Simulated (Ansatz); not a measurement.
MgS, response to strain

The reference is MgS in the rock salt structure (space group Fm-3m, No. 225; a = 5.1821 Å). Axes: x, y, z lie along the cube axes.

Strains are applied to the cell and any free atomic positions relax; under biaxial strain the out-of-plane vector relaxes too.

Levels (all Ansatz, a quantum-chemistry and plane-wave program, PAW): PBEsol (420 eV, without spin-orbit coupling); r2SCAN (500 eV, scalar-relativistic without spin-orbit coupling); HSE06 (420 eV, spin-orbit coupling left out).

Band gaps by level, all at the geometries relaxed with PBEsol:

```csv
case,PBEsol,r2SCAN,HSE06
base,2.73 eV,3.49 eV,3.83 eV
"biaxial strain −4.53 %, plane normal [001], relaxed out of plane",2.59 eV,3.36 eV,3.70 eV
"biaxial strain +2.37 %, plane normal [110], relaxed out of plane",2.49 eV,3.24 eV,3.57 eV
isotropic strain −0.69 %,2.77 eV,3.53 eV,3.88 eV
uniaxial strain ε_yy = −4.26 %,2.61 eV,3.37 eV,3.72 eV
```

A biaxial case was relaxed in a doubled cell and then solved in the primitive one. Single points use the geometry relaxed with PBEsol. The hybrid gap comes from the SCF mesh plus the semilocal run's edge points and a few special points and is an upper bound. Stability against distortions was not tested. The base started in P3_121 and relaxed to Fm-3m at this level.
